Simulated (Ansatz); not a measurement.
NiSi (P2₁3, No. 198, 8 atoms in the cell; start mp-1095177; a measured phase of this formula has another space group)

The numbers are results of r²SCAN (PAW; Ansatz, a first-principles code), not measurements.

Numerical settings: plane-wave cutoff 560 eV, 12×12×12 k mesh, Fermi–Dirac smearing 0.05 eV, no spin polarisation, scalar-relativistic PAW data made under PBE.

Cell (relaxed at this level):

```cif
data_Ni4Si4
_chemical_formula_sum 'Si4 Ni4'
_space_group_name_H-M_alt 'P 1'
_space_group_IT_number 1
_cell_length_a 4.46472
_cell_length_b 4.46472
_cell_length_c 4.46472
_cell_angle_alpha 90.000
_cell_angle_beta 90.000
_cell_angle_gamma 90.000
loop_
_space_group_symop_operation_xyz
  'x, y, z'
loop_
_atom_site_label
_atom_site_type_symbol
_atom_site_fract_x
_atom_site_fract_y
_atom_site_fract_z
_atom_site_occupancy
Si1 Si 0.65306 0.15306 0.34694 1
Si2 Si 0.84694 0.84694 0.84694 1
Si3 Si 0.15306 0.34694 0.65306 1
Si4 Si 0.34694 0.65306 0.15306 1
Ni1 Ni 0.35128 0.85128 0.64872 1
Ni2 Ni 0.14872 0.14872 0.14872 1
Ni3 Ni 0.85128 0.64872 0.35128 1
Ni4 Ni 0.64872 0.35128 0.85128 1
```

```json
{
  "bulk_modulus": "204 GPa"
}
```

Note: the run has no spin polarisation, so it can have missed a magnetic state; the bulk modulus is −V dP/dV from two relaxed cells at ±2 % in volume; the relaxation could not lower the start's symmetry, so the cell can be a saddle point above a distorted one.

A start named mp-… is a Materials Project structure, which need not be a measured phase.
